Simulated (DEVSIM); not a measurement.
System: abrupt Si p-n junction, at 400 K.

Layer 1 from the left is Si, thickness (μm) 8.10, Na (cm⁻³) 5.6e17, τn (s) 3e-7, τp (s) 3e-7. Layer 2 from the left is Si, thickness (μm) 0.460, Nd (cm⁻³) 3.6e16, τn (s) 3e-7, τp (s) 3e-7.

Left contact: ohmic. Right contact: ohmic. Voltage is applied to the left contact. Recombination: SRH at mid-gap, Auger. Mobility is μmin + (μ − μmin)/(1 + (N/Nref)^α).

This is a model device: material constants are rounded textbook-type values typed into the input, and sizes, dopings and lifetimes were drawn at random. Values at 300 K; Nc and Nv go as T^1.5, mobilities as T to minus their exponent, the gap by Varshni's rule with the affinity fixed.

Si: gap (eV) 1.124, affinity (eV) 4.05, permittivity 11.7, Nc (cm⁻³) 2.86e19, Nv (cm⁻³) 3.1e19, μn (cm²/Vs) 1417, μp (cm²/Vs) 470, μn,min 52, μp,min 45, Nref,n 9.7e16, Nref,p 2.2e17, αn 0.68, αp 0.72, T exponent of μn 2.3, T exponent of μp 2.2, Cn (cm⁶/s) 2.8e-31, Cp (cm⁶/s) 9.9e-32, Varshni α (eV/K) 0.000473, Varshni β (K) 636.

### Question
Estimate by hand the built-in potential, the peak field at zero bias, the capacitance at -1 V, and compare with a numerical solution.

### Answer

- Built-in potential: ni = √(Nc Nv) exp(−Eg/2kT) = 5.68e12 cm⁻³ with Eg = 1.096 eV; Vbi = kT/q ln(Na Nd/ni²) = 0.698 V; numerical 0.698 V.
- Peak field at zero bias: depletion approximation: W = √(2εVbi/(qN)) = 0.163 μm with N = 3.38e16 cm⁻³; field = 2Vbi/W = 85500 V/cm; numerical 85600 V/cm.
- Capacitance at -1 V: C = √(qεN / 2(Vbi + |V|)) = 40.7 nF/cm²; numerical 41.5 nF/cm² (estimate below by 2.0 %).

Simulated with DEVSIM: 1D drift-diffusion, Boltzmann statistics, complete ionisation; no tunnelling, impact ionisation, image-force lowering or self-heating.
